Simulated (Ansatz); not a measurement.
Input:

```yaml
crystal:
  lattice:
    - [3.31883, 0.00000, 0.00000]
    - [1.65941, 2.87419, 0.00000]
    - [0.00000, 0.00000, 5.23446]
  atoms:
    - { symbol: Zn, position: [0.33333, 0.33333, 0.99865] }
    - { symbol: Zn, position: [0.66667, 0.66667, 0.49865] }
    - { symbol: O, position: [0.33333, 0.33333, 0.38335] }
    - { symbol: O, position: [0.66667, 0.66667, 0.88335] }
```

No spin polarisation.

Computed with Ansatz (a program for electronic structure), PBE, PAW, cutoff 420 eV, no spin-orbit coupling. k-mesh 12×12×6 (Γ-centred); smearing 0.05 eV (Fermi–Dirac).

### Question
Predict the electron mass, in-plane stress and space group.

### Answer
* **Electron mass**: 0.14 mₑ (at Γ)
* **Mean in-plane stress (compression positive)**: -2.5 GPa
* **Space group**: P6_3mc (No. 186)

The levels and masses belong to the bands next to the band gap. The cells carry an imposed strain or load. Masses are band curvatures over ±0.01 Å⁻¹ around the edge. Stability against distortions was not tested. The cell was made from ZnO in the wurtzite structure (space group P6_3mc, No. 186) by this change: biaxial strain +1.20 %, plane normal [001], relaxed out of plane.
